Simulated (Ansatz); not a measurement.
Consider HgSe in the zinc blende structure (space group F-43m, No. 216; a = 6.2600 Å).

Computed with Ansatz (a first-principles code), PBE, PAW, cutoff 420 eV, no spin-orbit coupling.

For the base:

The pressure comes out as 0.0 GPa.

The change: an isotropic linear strain of +2.50 %, atoms relaxed at fixed cell.

Problem. Predict the new pressure and energy relative to the base.

Solution. The pressure goes from zero to -2.6 GPa; the energy grows by 21 meV/atom.

Stability against distortions was not tested. The final runs are not spin-polarised.
